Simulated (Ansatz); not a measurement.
A self-consistent single point of CdHClO (P3m1, 8 atoms in the cell) with Ansatz (a quantum-chemistry and plane-wave program).

Method of the run: LDA (PW92), default PAW files made with PBE (plane waves; Ansatz).

The change in words: lattice scaled by 0.98; kpoints.mp_grid.grid: 8 8 3 → 4 4 2. Reference geometry:
```
CELL_PARAMETERS angstrom
      3.75361     0.00000     0.00000
     -1.87681     3.25073     0.00000
      0.00000     0.00000    10.47164
ATOMIC_POSITIONS crystal
  Cd 0.66667 0.33333 0.49696
  Cd 0.33333 0.66667 0.99219
  H  0.00000 0.00000 0.31842
  H  0.00000 0.00000 0.81842
  Cl 0.66667 0.33333 0.15574
  Cl 0.33333 0.66667 0.65574
  O  0.00000 0.00000 0.41324
  O  0.00000 0.00000 0.91324
```

Reference input (self-consistent single point, DFT, LDA (PW92), plane waves, default PAW files made with PBE): basis.ecutwfc = 420 eV; kpoints.mp_grid.grid = 8 8 3; hamiltonian.xc = lda; hamiltonian.pseudopotentials = {kind: paw} (the program's default PAW files); scf.occupations.method = fixed. This run's input differs from it in these lines:

Ansatz 0.2 input:
```diff
@@ -3,14 +3,14 @@
   lattice:
-    - [3.753615, 0.000000, 0.000000]
-    - [-1.876807, 3.250726, 0.000000]
-    - [0.000000, 0.000000, 10.471638]
+    - [3.678543, 0.000000, 0.000000]
+    - [-1.839271, 3.185711, 0.000000]
+    - [0.000000, 0.000000, 10.262205]
   atoms:
-    - { symbol: Cd, position_ang: [1.876810, 1.083574, 5.204038] }
-    - { symbol: Cd, position_ang: [-0.000002, 2.167152, 10.389855] }
-    - { symbol: H, position_ang: [0.000000, 0.000000, 3.334379] }
-    - { symbol: H, position_ang: [0.000000, 0.000000, 8.570198] }
-    - { symbol: Cl, position_ang: [1.876810, 1.083574, 1.630853] }
-    - { symbol: Cl, position_ang: [-0.000002, 2.167152, 6.866672] }
-    - { symbol: O, position_ang: [0.000000, 0.000000, 4.327300] }
-    - { symbol: O, position_ang: [0.000000, 0.000000, 9.563119] }
+    - { symbol: Cd, position_ang: [1.839274, 1.061903, 5.099957] }
+    - { symbol: Cd, position_ang: [-0.000002, 2.123808, 10.182057] }
+    - { symbol: H, position_ang: [0.000000, 0.000000, 3.267691] }
+    - { symbol: H, position_ang: [0.000000, 0.000000, 8.398794] }
+    - { symbol: Cl, position_ang: [1.839274, 1.061903, 1.598236] }
+    - { symbol: Cl, position_ang: [-0.000002, 2.123808, 6.729338] }
+    - { symbol: O, position_ang: [0.000000, 0.000000, 4.240754] }
+    - { symbol: O, position_ang: [0.000000, 0.000000, 9.371856] }
 basis:
@@ -19,3 +19,3 @@
   mp_grid:
-    grid: [8, 8, 3]
+    grid: [4, 4, 2]
 hamiltonian:
```

Output, abridged:

```
SCF iter   1: F=—  HF=-19469.397218 eV  |F-HF|=—  |Δ(HF+E_count)|=         —  Δρ=1.22e-2  dr2=1.59e-1  ethr=1.77e-3  ⟨swp⟩=5.0  Hψ=1086  notcnv=0  defer=48
all-band conjugate gradients solve this SCF's bands
preconditioner: auto → Resta (q_TF=auto, 2.481 Å⁻¹)
SCF iter   2: F=—  HF=-19469.352930 eV  |F-HF|=—  |Δ(HF+E_count)|=   4.43e-2  Δρ=4.77e-3  dr2=2.08e-2  ethr=2.34e-4  ⟨swp⟩=2.6  Hψ=595  notcnv=0  defer=48
   [... lines left out ...]
SCF iter   6: F=—  HF=-19469.345982 eV  |F-HF|=—  |Δ(HF+E_count)|=   2.20e-7  Δρ=5.03e-5  dr2=3.74e-6  ethr=4.55e-8  ⟨swp⟩=2.6  Hψ=503  notcnv=0  defer=27
SCF iter   7: F=—  HF=-19469.345984 eV  |F-HF|=—  |Δ(HF+E_count)|=   1.75e-6  Δρ=2.51e-5  dr2=6.95e-7  ethr=5.51e-9  ⟨swp⟩=2.1  Hψ=482  notcnv=0  defer=27
SCF iter   8: F=—  HF=-19469.345984 eV  |F-HF|=—  |Δ(HF+E_count)|=   5.50e-8  Δρ=1.68e-5  dr2=2.81e-7  ethr=1.02e-9  ⟨swp⟩=2.5  Hψ=522  notcnv=0  defer=27
SCF iter   9: F=-19469.345984 eV  HF=-19469.345984 eV  |F-HF|=1.97e-8  |Δ(HF+E_count)|=   1.80e-8  Δρ=6.35e-6  dr2=4.26e-8  ethr=1.47e-10  ⟨swp⟩=9.8  Hψ=1795  notcnv=0
SCF 1 converged in 9 iterations: F = -19469.345984 eV  dr2 = 4.26e-8
Free energy (F): -19469.345984 eV
Internal energy: -19469.345984 eV  (E = F + TS)
E sigma→0 (E₀):  -19469.345984 eV
Fermi energy:    4.954273 eV
--- Forces (eV/Å), atoms counted from 1 ---
  atom   1  Cd    -0.00000000     0.00000000    -0.39435954
  atom   2  Cd    -0.00000000    -0.00000000     0.04965494
  atom   3  H     -0.00000000     0.00000000    -0.47000582
  atom   4  H     -0.00000000     0.00000000    -0.46819723
  atom   5  Cl     0.00000000     0.00000000    -0.22347574
  atom   6  Cl     0.00000000     0.00000000    -0.04043937
  atom   7  O      0.00000000    -0.00000000     0.89873421
  atom   8  O      0.00000000    -0.00000000     0.64813940
--- Stress (GPa, compression-positive) ---
       -4.331780       0.000000       0.000000
       -0.000000      -4.331780      -0.000000
        0.000000      -0.000000      -1.869152
  P = ⅓ Tr σ = -3.5109 GPa (-35.109 kbar)
  The stress holds the Pulay correction. Without it, at fixed plane waves, as pw.x and ABINIT print it: P = -3.8552 GPa
```

The run converged in 9 iterations. Against the reference run the free energy drops by 30.8 meV/atom, the pressure goes from -7.34 to -3.51 GPa, the largest force goes from 0.512 to 0.899 eV/Å and the gap on the mesh goes from 2.131 to 2.298 eV.

The starting cell comes from a database of computed structures (which also holds hypothetical and non-ambient phases and stackings), without a prior relaxation at this level. Its lattice was rescaled by up to half a per cent. One atom was moved a little off its site on purpose. For this run, on top of that: lattice scaled by 0.98. With a pressure of about -4 GPa the cell is away from its equilibrium volume at this level. Ansatz's pressure includes its estimate of the finite-basis (Pulay) stress.
